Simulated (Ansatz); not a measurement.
Input:

```
CELL_PARAMETERS angstrom
      0.00000     2.47788     2.47788
      2.47788     0.00000     2.47788
      2.47788     2.47788     0.00000
ATOMIC_POSITIONS crystal
  Be 0.00000 0.00000 0.00000
  Se 0.25000 0.25000 0.25000
```

The numbers are results of PBEsol with spin-orbit coupling, rigid bands (plane waves, PAW; Ansatz, an electronic-structure program), not measurements. Condition of this run: hydrostatic pressure 10 GPa (the target of the relaxation). Cell: cell and atoms relaxed with PBEsol, then loaded as said.

Problem. What conductivity effective mass do dilute holes have at 300 K?

Solution. 0.51 mₑ.

Problem. Predict the electron conductivity mass (n e² τ/σ) at 300 K, by direction if it differs.

Solution. 0.33 mₑ.

Problem. And the band gap?

Solution. 2.07 eV at this level; semilocal functionals usually fall short of the measured gap.

Rigid bands, one relaxation time for all states, no polarons.
